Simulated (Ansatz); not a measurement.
Electronic density of states of amorphous Si$_{24}$O$_{51}$Y$_{2}$, density 2.28 g/cm³, on a 2×2×2 Γ-centred mesh with a Gaussian width of 0.1 eV; energies count from the Fermi level, whose place inside the gap is arbitrary. Cell and mesh are small, so fine structure isn't converged. These are PBE, scalar-relativistic without spin-orbit coupling (plane waves to 420 eV, PAW; Ansatz, a quantum-chemistry and plane-wave program) values and carry that method's errors. Sampling: a 2×2×2 Γ-centred mesh; Fermi-Dirac width 0.02 eV; no spin polarisation. At PBE the levels at the filled edge of the gap are localised (band-tail or defect states), and the nearest spread-out levels lie 5.2 eV apart at the zone centre.

It comes from a melt-quench run on a machine-learned potential (CHGNet), relaxed afterwards by DFT. O atoms were pushed apart under 1.9 Å during the dynamics, to hinder bonds among them. The hot cell started wider than the set density and was brought back towards it in steps. It is the lowest in DFT energy of 2 quenches. It is a model cell: composition and starting density were chosen by hand, and all elements were melted together. No dispersion term was used. Its density started from a set value of 2.38 and ended at 2.28 g/cm³. The quench (nominally 400 K/ps over its main leg) was far faster than any real one, so the model tends to hold more defects than a real film. One small periodic cell is one sample of the glass; other quenches scatter about these values. Volume and shape were free in the relaxation.

(E - EF (eV), states/(eV atom)): (-12.00, 0.00); (-11.90, 0.00); (-11.80, 0.01); (-11.70, 0.08); (-11.60, 0.11); (-11.50, 0.09); (-11.40, 0.13); (-11.30, 0.10); (-11.20, 0.10); (-11.10, 0.16); (-11.00, 0.21); (-10.90, 0.23); (-10.80, 0.16); (-10.70, 0.15); (-10.60, 0.21); (-10.50, 0.25); (-10.40, 0.23); (-10.30, 0.18); (-10.20, 0.12); (-10.10, 0.13); (-10.00, 0.18); (-9.90, 0.22); (-9.80, 0.20); (-9.70, 0.15); (-9.60, 0.15); (-9.50, 0.19); (-9.40, 0.19); (-9.30, 0.16); (-9.20, 0.14); (-9.10, 0.15); (-9.00, 0.20); (-8.90, 0.20); (-8.80, 0.19); (-8.70, 0.24); (-8.60, 0.32); (-8.50, 0.31); (-8.40, 0.27); (-8.30, 0.32); (-8.20, 0.38); (-8.10, 0.50); (-8.00, 0.56); (-7.90, 0.64); (-7.80, 0.56); (-7.70, 0.39); (-7.60, 0.46); (-7.50, 0.50); (-7.40, 0.31); (-7.30, 0.25); (-7.20, 0.28); (-7.10, 0.20); (-7.00, 0.19); (-6.90, 0.26); (-6.80, 0.34); (-6.70, 0.35); (-6.60, 0.37); (-6.50, 0.40); (-6.40, 0.41); (-6.30, 0.30); (-6.20, 0.22); (-6.10, 0.33); (-6.00, 0.49); (-5.90, 0.59); (-5.80, 0.53); (-5.70, 0.47); (-5.60, 0.46); (-5.50, 0.57); (-5.40, 0.65); (-5.30, 0.64); (-5.20, 0.65); (-5.10, 0.71); (-5.00, 0.78); (-4.90, 0.77); (-4.80, 0.73); (-4.70, 0.82); (-4.60, 0.86); (-4.50, 0.81); (-4.40, 0.78); (-4.30, 0.81); (-4.20, 0.89); (-4.10, 0.90); (-4.00, 0.83); (-3.90, 0.84); (-3.80, 0.92); (-3.70, 0.86); (-3.60, 0.80); (-3.50, 0.77); (-3.40, 0.73); (-3.30, 0.69); (-3.20, 0.64); (-3.10, 0.59); (-3.00, 0.54); (-2.90, 0.45); (-2.80, 0.42); (-2.70, 0.46); (-2.60, 0.45); (-2.50, 0.39); (-2.40, 0.43); (-2.30, 0.29); (-2.20, 0.10); (-2.10, 0.01); (-2.00, 0.00); (-1.90, 0.00); (-1.80, 0.00); (-1.70, 0.00); (-1.60, 0.00); (-1.50, 0.00); (-1.40, 0.00); (-1.30, 0.00); (-1.20, 0.00); (-1.10, 0.00); (-1.00, 0.00); (-0.90, 0.00); (-0.80, 0.00); (-0.70, 0.00); (-0.60, 0.00); (-0.50, 0.00); (-0.40, 0.00); (-0.30, 0.00); (-0.20, 0.00); (-0.10, 0.00); (0.00, 0.00); (0.10, 0.00); (0.20, 0.00); (0.30, 0.00); (0.40, 0.00); (0.50, 0.00); (0.60, 0.00); (0.70, 0.00); (0.80, 0.00); (0.90, 0.00); (1.00, 0.00); (1.10, 0.00); (1.20, 0.00); (1.30, 0.00); (1.40, 0.00); (1.50, 0.00); (1.60, 0.00); (1.70, 0.00); (1.80, 0.00); (1.90, 0.00); (2.00, 0.00); (2.10, 0.00); (2.20, 0.02); (2.30, 0.02); (2.40, 0.06); (2.50, 0.09); (2.60, 0.06); (2.70, 0.01); (2.80, 0.01); (2.90, 0.05); (3.00, 0.06); (3.10, 0.04); (3.20, 0.06); (3.30, 0.08); (3.40, 0.10); (3.50, 0.13); (3.60, 0.19); (3.70, 0.17); (3.80, 0.15); (3.90, 0.23); (4.00, 0.31); (4.10, 0.28); (4.20, 0.19); (4.30, 0.16); (4.40, 0.17); (4.50, 0.24); (4.60, 0.34); (4.70, 0.32); (4.80, 0.26); (4.90, 0.29); (5.00, 0.32); (5.10, 0.30); (5.20, 0.26); (5.30, 0.27); (5.40, 0.33); (5.50, 0.34); (5.60, 0.38); (5.70, 0.45); (5.80, 0.48); (5.90, 0.51)

The level gap on this mesh is 4.49 eV; the broadening fills part of it in the curve.
